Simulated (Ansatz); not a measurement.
**Response to strain in ZnS**

Consider ZnS in the wurtzite structure (space group P6_3mc, No. 186; a = 3.8453 Å, c = 6.3052 Å).

Strains are applied to the cell and any free atomic positions relax.

All numbers come from PBE (Ansatz, a program for electronic structure, PAW, spin-orbit coupling left out).

Notes on the quantities. energy relative to the base: free energy F.

```csv
variant,band gap,electron mass,energy relative to the base,volume per atom
base,2.08 eV,"0.16 mₑ along c, 0.18 mₑ across (at Γ)",0 meV/atom,20.18 Å³
isotropic strain +0.60 %,2.00 eV,"0.15 mₑ along c, 0.17 mₑ across (at Γ)",+1.4 meV/atom,20.55 Å³
isotropic strain +1.20 %,[?],"0.15 mₑ along c, 0.17 mₑ across (at Γ)",[?],20.92 Å³
isotropic strain +1.80 %,1.85 eV,"0.15 mₑ along c, 0.17 mₑ across (at Γ)",+12 meV/atom,21.29 Å³
isotropic strain +2.40 %,1.77 eV,"0.14 mₑ along c, 0.16 mₑ across (at Γ)",+21 meV/atom,21.67 Å³
isotropic strain +3.00 %,1.70 eV,"0.14 mₑ along c, 0.16 mₑ across (at Γ)",+32 meV/atom,22.06 Å³
```

**Question.** What belongs in the blanks?

**Answer.** 
- isotropic strain +1.20 %, band gap: 1.92 eV
- isotropic strain +1.20 %, energy relative to the base: +5.4 meV/atom

Effective masses come from finite differences of ±0.01 Å⁻¹. Stability against distortions was not tested.
